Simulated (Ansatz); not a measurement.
An Ansatz (a first-principles code) run: CdSe with a change (uniaxial strain ε_xx = +1.80 %); DFT with LDA, PAW potentials and a 420 eV plane-wave cutoff in Ansatz, no SOC.

Input:

Ansatz 0.2 input:
```yaml
crystal:
  lattice:
    - [4.3240018879, 0, 0]
    - [-2.1620009439, 3.6784827907, 0]
    - [0, 0, 6.9409626144]
  atoms:
    - { symbol: Cd, position: [0.3333333333, 0.6666666667, 0.0003127777] }
    - { symbol: Cd, position: [0.6666666667, 0.3333333333, 0.5003127777] }
    - { symbol: Se, position: [0.3333333333, 0.6666666667, 0.3756872223] }
    - { symbol: Se, position: [0.6666666667, 0.3333333333, 0.8756872223] }
basis: { ecutwfc: 420, ecutrho_ratio: 4, xc_grid: 2, fft_grid_basis: typed }
kpoints: { mp_grid: { grid: [9, 9, 5] } }
hamiltonian:
  xc: lda
  dispersion: none
  pseudopotentials: { kind: paw }
scf: { occupations: { method: fermi_dirac, width: 0.05 }, convergence: { dr2_threshold: 0.0000000004 } }
relax: { f_tol: 0.005, max_steps: 50 }
output: { forces: true, stress: true }
checkpoint: { write: state.ck, write_every: 1000 }
```

Output (explanatory and most iteration lines left out):

```
Relaxation: its limit of steps is 50 (relax.max_steps)
Pseudopotential: Cd, paw, valence charge 20
Pseudopotential: Se, paw, valence charge 16
Crystal: 4 atoms, lattice volume = 110.401 Å³
Basis set: ecut = 420 eV, 2153 PW (Γ), exchange–correlation on 60×60×96 points (8 copies of the dense FFT grid, shifted against one another)
Bands: 44, of which v1, the nominal top of the filled ones, is band 36 counted from 1 (35 counted from 0)
Symmetry: 4 space group operations
Space group: Cmc21 (ITA 36), of the structure as read, at distance tolerance 4.8e-5 Å
k-points: 75 of 405 (time reversal used)
Functional: x = slater, c = lda
SCF iter   1: F=—  HF=-27004.470766 eV  |F-HF|=—  |Δ(HF+E_count)|=         —  Δρ=7.13e-3  dr2=4.24e-2  ethr=1.77e-3  ⟨swp⟩=6.4  Hψ=12130  notcnv=0  defer=49
SCF iter   2: F=—  HF=-27004.459198 eV  |F-HF|=—  |Δ(HF+E_count)|=   1.16e-2  Δρ=2.90e-3  dr2=7.48e-3  ethr=5.88e-5  ⟨swp⟩=2.0  Hψ=5490  notcnv=0  defer=209
SCF 1 converged in 9 iterations: F = -27004.457576 eV  dr2 = 1.25e-10
relax step   1: F+E_penalty+E_count = -27004.45757582 eV  Δ(F+E_penalty+E_count) = +0.000e0 eV  max|allowed force component| = 1.134e-1 eV/Å  Δτ_max = 0.0000 Å  (9 SCF iters, accepted)
Crystal: 4 atoms, lattice volume = 110.401 Å³
SCF iter   1: F=—  HF=-27004.461997 eV  |F-HF|=—  |Δ(HF+E_count)|=         —  Δρ=2.19e-3  dr2=3.18e-3  ethr=4.45e-6  ⟨swp⟩=2.0  Hψ=9689  notcnv=0  defer=215
SCF iter   2: F=—  HF=-27004.460855 eV  |F-HF|=—  |Δ(HF+E_count)|=   1.14e-3  Δρ=9.91e-4  dr2=6.05e-4  ethr=4.41e-6  ⟨swp⟩=2.0  Hψ=3882  notcnv=0  defer=215
SCF 2 converged in 8 iterations: F = -27004.460660 eV  dr2 = 6.49e-11
relax step   2: F+E_penalty+E_count = -27004.46066030 eV  Δ(F+E_penalty+E_count) = -3.084e-3 eV  max|allowed force component| = 8.133e-3 eV/Å  Δτ_max = 0.0254 Å  (8 SCF iters, accepted)
Crystal: 4 atoms, lattice volume = 110.401 Å³
SCF iter   1: F=—  HF=-27004.460689 eV  |F-HF|=—  |Δ(HF+E_count)|=         —  Δρ=1.58e-4  dr2=1.66e-5  ethr=2.31e-7  ⟨swp⟩=2.6  Hψ=6289  notcnv=0  defer=215
SCF iter   2: F=—  HF=-27004.460678 eV  |F-HF|=—  |Δ(HF+E_count)|=   1.10e-5  Δρ=7.03e-5  dr2=3.04e-6  ethr=2.30e-8  ⟨swp⟩=2.4  Hψ=4933  notcnv=0  defer=215
SCF 3 converged in 5 iterations: F = -27004.460679 eV  dr2 = 2.38e-10
relax step   3: F+E_penalty+E_count = -27004.46067944 eV  Δ(F+E_penalty+E_count) = -1.914e-5 eV  max|allowed force component| = 7.505e-4 eV/Å  Δτ_max = 0.0018 Å  (5 SCF iters, accepted)
SCF converged after 5 iterations
Free energy (F): -27004.460679 eV
Internal energy: -27004.460594 eV  (E = F + TS)
E sigma→0 (E₀):  -27004.460637 eV
Entropy (-TS):   -0.000085 eV (-0.021 meV/atom)
Fermi energy:    7.689190 eV
--- Forces (eV/Å), atoms counted from 1 ---
  atom   1  Cd     0.00000000     0.00023626    -0.00074763
  atom   2  Cd    -0.00000000    -0.00023626    -0.00074763
  atom   3  Se     0.00000000     0.00041991     0.00075334
  atom   4  Se    -0.00000000    -0.00041991     0.00075334
--- Stress (GPa, compression-positive) ---
       -1.404941       0.000000      -0.000000
        0.000000      -0.852354       0.000000
        0.000000       0.000000      -0.713314
  P = ⅓ Tr σ = -0.9902 GPa (-9.902 kbar)
--- Relaxed structure (3 steps of the walk, 3 accepted, 0 SCFs on fresh bases) ---
  atoms:
    - { symbol: Cd, position: [0.33388494692416026, 0.6677698938483205, -0.0006557852193044107] }
    - { symbol: Cd, position: [0.6661150530758397, 0.3322301061516793, 0.49934421478069557] }
    - { symbol: Se, position: [0.3302178488397611, 0.6604356976795221, 0.3766557852193044] }
    - { symbol: Se, position: [0.6697821511602389, 0.3395643023204777, 0.8766557852193043] }
```

Whether these cells are dynamically stable was not tested. The cell was made from CdSe in the wurtzite structure (space group P6_3mc, No. 186) by this change: uniaxial strain ε_xx = +1.80 %.
